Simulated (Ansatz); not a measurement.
HfO₂ (Pnma, No. 62, 12 atoms in the cell; start mp-741; a measured phase of this formula has another space group) was calculated with dielectric-dependent PBEsol hybrid in Ansatz (plane waves, PAW).

Output (set-up and result lines):

```
WARN output.stress: scf.exx.energy_threshold = 1e-6 eV is looser than the 1.2e-7 eV advised for a stress under a hybrid functional (1e-8 eV for each atom of …
Crystal: 12 atoms, lattice volume = 117.472 Å³
Basis set: ecut = 460 eV, 2639 PW (Γ), exchange–correlation on 80×48×96 points (8 copies of the dense FFT grid, shifted against one another)
Bands: 92, of which v1, the nominal top of the filled ones, is band 76 counted from 1 (75 counted from 0)
Symmetry: 8 space group operations
Space group: Pnma (ITA 62), of the structure as read, at distance tolerance 4.9e-5 Å
k-points: 36 of 96
SCF iter   1: F=—  HF=-66900.224333 eV  |F-HF|=—  |Δ(HF+E_count)|=         —  Δρ=2.09e-2  dr2=4.35e-1
SCF iter   2: F=—  HF=-66900.124759 eV  |F-HF|=—  |Δ(HF+E_count)|=   9.96e-2  Δρ=3.63e-3  dr2=1.68e-2
  ...
Crystal: 12 atoms, lattice volume = 117.472 Å³
Initial density: handed on by an earlier stage of this run
Functional: x = 0.827040559215456 pbesol(κ = 0.804, μ = 0.12345679012345678) + 0.17295944078454398 exact, c = pbesol(β = 0.046)
Crystal: 12 atoms, lattice volume = 117.472 Å³
SCF 3 converged in 5 iterations: F = -67000.479956 eV  dr2 = 3.32e-10
Crystal: 12 atoms, lattice volume = 117.472 Å³
SCF iter   1: F=—  HF=-67000.479955 eV  |F-HF|=—  |Δ(HF+E_count)|=         —  Δρ=2.45e-6  dr2=3.20e-9
SCF iter   2: F=-67000.479955 eV  HF=-67000.479955 eV  |F-HF|=5.82e-11  |Δ(HF+E_count)|=  9.60e-10  Δρ=5.40e-7  dr2=2.08e-10
SCF 4 converged in 2 iterations: F = -67000.479955 eV  dr2 = 2.08e-10
Free energy (F): -67000.479955 eV
Internal energy: -67000.479955 eV  (E = F + TS)
E sigma→0 (E₀):  -67000.479955 eV
Fermi energy:    19.307132 eV
--- Forces (eV/Å), atoms counted from 1 ---
  atom   1  Hf    -0.01413652     0.00000000    -0.08880131
  atom   2  Hf     0.01413652    -0.00000000     0.08880131
  atom   3  Hf     0.01413652    -0.00000000    -0.08880131
  atom   4  Hf    -0.01413652     0.00000000     0.08880131
  atom   5  O      0.00794885     0.00000000     0.03825947
  atom   6  O     -0.00794885    -0.00000000    -0.03825947
  atom   7  O     -0.00794885    -0.00000000     0.03825947
  atom   8  O      0.00794885     0.00000000    -0.03825947
  atom   9  O      0.01505296    -0.00000000     0.01657917
  atom  10  O     -0.01505296     0.00000000    -0.01657917
  atom  11  O     -0.01505296     0.00000000     0.01657917
  atom  12  O      0.01505296     0.00000000    -0.01657917
--- Stress (GPa, compression-positive) ---
       -3.080472      -0.000000      -0.000000
       -0.000000      -3.069533       0.000000
       -0.000000       0.000000      -3.403752
  P = ⅓ Tr σ = -3.1846 GPa (-31.846 kbar)
```

Write an input file that could have produced this run (the log leaves some choices open).

One answer among several that fit: 
Ansatz 0.2 input:
```yaml
crystal:
  lattice:
    - [5.5265303544, 0.0, 0.0]
    - [0.0, 3.2938043056, 0.0]
    - [0.0, 0.0, 6.4533275024]
  atoms:
    - { symbol: Hf, position: [0.7531411101, 0.25, 0.1112527429] }
    - { symbol: Hf, position: [0.2468588899, 0.75, 0.8887472571] }
    - { symbol: Hf, position: [0.7468588899, 0.75, 0.6112527429] }
    - { symbol: Hf, position: [0.2531411101, 0.25, 0.3887472571] }
    - { symbol: O, position: [0.9764683049, 0.75, 0.339476845] }
    - { symbol: O, position: [0.0235316951, 0.25, 0.660523155] }
    - { symbol: O, position: [0.5235316951, 0.25, 0.839476845] }
    - { symbol: O, position: [0.4764683049, 0.75, 0.160523155] }
    - { symbol: O, position: [0.8596559199, 0.75, 0.9254087661] }
    - { symbol: O, position: [0.1403440801, 0.25, 0.0745912339] }
    - { symbol: O, position: [0.6403440801, 0.25, 0.4254087661] }
    - { symbol: O, position: [0.3596559199, 0.75, 0.5745912339] }
  host: atoms
basis:
  ecutwfc: 460
  ecutrho_ratio: 4
  xc_grid: 2
kpoints:
  mp_grid: { grid: [4, 6, 4] }
hamiltonian:
  xc:
    exchange: pbesol
    correlation: pbesol
    exx: { coeff: inverse_dielectric }
  dispersion: none
  pseudopotentials: { kind: paw }
scf:
  occupations: { method: fermi_dirac, width: 0.01 }
  convergence: { dr2_threshold: 0.0000000012 }
output:
  forces: true
  stress: true
  eigenvalues: true
```

The PAW data were made under PBE.

Note: cell and atoms aren't relaxed at this level (largest force component 0.09 eV/Å, pressure -3.2 GPa).

A start named mp-… is a Materials Project structure, which need not be a measured phase.

Ansatz is a program for electronic structure.
